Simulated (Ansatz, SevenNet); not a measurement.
For rutile MgH2, the machine-learned potential SevenNet-l3i5 (trained on PBE and PBE+U data) gives:

| Property | Value |
|---|---|
| lattice constant a | 4.516 Å |
| lattice parameter c | 3.002 Å |

Task: What does r²SCAN (plane waves, PAW; Ansatz, an electronic-structure program) give for the same quantities?

Result: 
- lattice constant a: 4.484 Å (drops by 0.7 %)
- lattice parameter c: 2.997 Å (falls by 0.2 %)

For comparison: lattice constant a 4.517 Å (measured, temperature not stated, not corrected to a static lattice; as tabulated in Ellinger et al., J. Am. Chem. Soc. 77, 2647 (1955) (COD 4124639)); lattice parameter c 3.021 Å (measured, temperature not stated, not corrected to a static lattice; as tabulated in Ellinger et al., J. Am. Chem. Soc. 77, 2647 (1955) (COD 4124639)).

Changes are worked out from the printed values.

Unless a cell is named, each level is at its own relaxed cell (SevenNet-l3i5 10.21, r²SCAN 10.04 Å³/atom).

Ansatz's density-functional and Hartree–Fock values are scalar-relativistic unless marked +SOC, with PAW data made under PBE.
